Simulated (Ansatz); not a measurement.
**TiSi2: pressure 7 GPa**

Take TiSi$_{2}$ (space group Fddd, No. 70; a = 4.8062 Å, b = 8.2647 Å, c = 8.5654 Å) as the base.

The change: a hydrostatic pressure of 7 GPa.

Method: plane-wave PAW DFT at the PBE level (Ansatz, an electronic-structure program, 420 eV), spin-orbit coupling left out. k-mesh 13×13×13 (Γ-centred); smearing 0.05 eV (Fermi–Dirac).

```csv
quantity,base,changed,shift
density,4.06 g/cm³,4.25 g/cm³,+0.19 g/cm³
shortest interatomic distance,2.535 Å,2.503 Å,-0.032 Å
band gap,zero,zero,–
```

Final structure:

```xyz
6
Lattice="0.0000 4.0604 4.2321 2.3656 0.0000 4.2321 2.3656 4.0604 0.0000" Properties=species:S:1:pos:R:3 pbc="T T T"
Si     2.3656     5.3865     4.2321
Si     2.3656     2.7343     4.2321
Si     3.5483     4.7645     6.3481
Si     3.5483     7.4167     6.3481
Ti     0.0000     0.0000     0.0000
Ti     1.1828     2.0302     2.1160
```

Load acts through the strain it causes; cell and atoms are relaxed under it. Stability against distortions was not tested. Competing high-pressure phases were not computed. All final runs are without spin polarisation.
